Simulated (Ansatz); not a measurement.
Functionals compared on the (210) surface of germanium in its 1x1 cell, relaxed from an ideal cut (the real face may reconstruct), outermost plane spacing 0.64 Å in the ideal cut, in Ansatz (plane waves, PAW). The structure was relaxed with PBE; the other rows are single points on it, each with its references at the same level. Cutoff 420 eV (500 eV for r2SCAN).

Model: 18-atom slab, 10.9 Å thick at the start, 5x4x1 mesh, Fermi-Dirac 0.025 eV, dipole correction, all atoms relaxed; held to the start's symmetry, so lower structures may exist; no spin (no spin-polarised run to compare, though such a face may carry moments), no spin-orbit, no U. The slab shows no gap on its mesh. These notes are the PBE run's.

A dash marks a value that is undefined for that row or was read on another mesh.

| functional | surface energy (J/m²) | work function of the top face (eV) | rough cost of the single point |
|---|---|---|---|
| PBE | 0.95 | 4.31 | – |
| LDA | 1.23 | 4.56 | around 2.6 core-minutes (rough) |
| PBEsol | 1.11 | 4.38 | roughly 3.0 core-minutes |
| RPBE | 0.82 | 4.21 | roughly 2.8 core-minutes |
| r2SCAN | 1.22 | – | roughly 6 core-minutes |

Ansatz is a program for electronic structure.
